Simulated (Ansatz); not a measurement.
# Response to strain in Rh

The parent structure is Rh in the fcc (Cu type) structure (space group Fm-3m, No. 225; relaxed with 0.1 eV smearing).

```xyz
1
Lattice="0.0000 1.8908 1.8908 1.8908 0.0000 1.8908 1.8908 1.8908 0.0000" Properties=species:S:1:pos:R:3 pbc="T T T"
Rh     0.0000     0.0000     0.0000
```

Cartesian axes are those of the cell as printed.

Strains are applied to the cell and any free atomic positions relax.

All numbers come from Ansatz (an electronic-structure program), PBEsol, PAW, cutoff 420 eV, no spin-orbit coupling.

Candidates:
(a) uniaxial strain ε_zz = −1.00 %
(b) uniaxial strain ε_zz = −2.50 %
(c) uniaxial strain ε_zz = +2.00 %
(d) uniaxial strain ε_zz = −3.00 %

Notes on the quantities. energy relative to the base: free energy F.

**Question.** Order them by energy relative to the base, lowest first.

**Answer.** (a) uniaxial strain ε_zz = −1.00 % (+2.0 meV/atom), (c) uniaxial strain ε_zz = +2.00 % (+7.5 meV/atom), (b) uniaxial strain ε_zz = −2.50 % (+13 meV/atom), (d) uniaxial strain ε_zz = −3.00 % (+19 meV/atom)

Whether these cells are dynamically stable was not tested. The final runs are not spin-polarised. Rh lies near a magnetic instability that expansion can trigger; it was not tested.
